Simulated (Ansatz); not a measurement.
## Al2Cu: pressure 3 GPa

The reference is Al$_{2}$Cu (space group I4/mcm, No. 140; a = 6.0594 Å, c = 4.8739 Å).

The change: cell and atoms relaxed at a pressure of 3 GPa.

The values are results of PBE (Ansatz, a first-principles code), no spin-orbit coupling, earlier PAW set, not measurements. k-mesh 12×12×12 (Γ-centred); smearing 0.05 eV (Fermi–Dirac).

The volume per atom decreases by 0.416 Å³ (14.91 Å³ → 14.50 Å³) and the lattice parameter a decreases by 0.0549 Å to 6.005 Å. The c/a ratio is still 0.804 and the shortest interatomic distance decreases by 0.024 Å (2.437 Å → 2.413 Å). The enthalpy H = E + PV relative to the base's energy is +0.28 eV/atom and the band gap stays zero.

Final structure:

```yaml
crystal:
  lattice:
    - [-3.00227, 3.00227, 2.41252]
    - [3.00227, -3.00227, 2.41252]
    - [3.00227, 3.00227, -2.41252]
  atoms:
    - { symbol: Al, position: [0.65803, 0.15803, 0.81606] }
    - { symbol: Al, position: [0.84197, 0.65803, 0.50000] }
    - { symbol: Al, position: [0.15803, 0.34197, 0.50000] }
    - { symbol: Al, position: [0.34197, 0.84197, 0.18394] }
    - { symbol: Cu, position: [0.25000, 0.25000, 0.00000] }
    - { symbol: Cu, position: [0.75000, 0.75000, 0.00000] }
```

Cost of the whole job for the changed cell (relaxation, final SCF and bands): about 90 core-seconds (a rough figure).

Load acts through the strain it causes; cell and atoms are relaxed under it. No phonon test of stability was made. All final runs are without spin polarisation.
